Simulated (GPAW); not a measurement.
Band structure of LiCa6Ge (Fm-3m, 8 atoms in the cell).

```
CELL_PARAMETERS angstrom
      0.00000     5.09675     5.09675
      5.09675     0.00000     5.09675
      5.09675     5.09675     0.00000
ATOMIC_POSITIONS crystal
  Li 0.50000 0.50000 0.50000
  Ca 0.50000 0.00000 0.00000
  Ca 0.50000 0.00000 0.50000
  Ca 0.00000 0.50000 0.50000
  Ca 0.00000 0.50000 0.00000
  Ca 0.50000 0.50000 0.00000
  Ca 0.00000 0.00000 0.50000
  Ge 0.00000 0.00000 0.00000
```

Method of the run: PBEsol, GPAW PAW datasets PBEsol (made by gpaw-setup) (plane waves; GPAW).

Settings: mode = pw; ecut = 600 eV; xc = PBEsol; kpts = 4 4 4; mesh shift (steps) = 0 0 0; occupations.name = methfessel-paxton; occupations.width = 0.2 eV; occupations.order = 0; nbands = -14; convergence.density = 1e-05 e/electron; symmetry.symmorphic = false; symmetry.tolerance = 0.0005; maxiter = 100; bandpath_npoints = 40.

The starting cell comes from a database of computed structures (which also holds hypothetical and non-ambient phases and stackings), without a prior relaxation at this level.

Levels in eV from the Fermi level, bands 30 to 36:
| point | 30 | 31 | 32 | 33 | 34 | 35 | 36 |
|---|---|---|---|---|---|---|---|
| Γ | -0.71 | -0.54 | -0.54 | -0.54 | 0.16 | 0.23 | 0.23 |
| X | -1.19 | -0.52 | 0.12 | 0.12 | 0.39 | 1.11 | 1.18 |
| W | -0.83 | -0.62 | -0.62 | 0.30 | 0.30 | 1.16 | 1.20 |
| K | -0.74 | -0.52 | -0.24 | -0.04 | 0.39 | 1.09 | 1.13 |
| L | -0.71 | -0.49 | -0.49 | -0.41 | 0.25 | 0.84 | 0.84 |
| U | -0.74 | -0.52 | -0.24 | -0.04 | 0.39 | 1.09 | 1.13 |

Bands cross the Fermi level along this path, so the cell is metallic at this level.
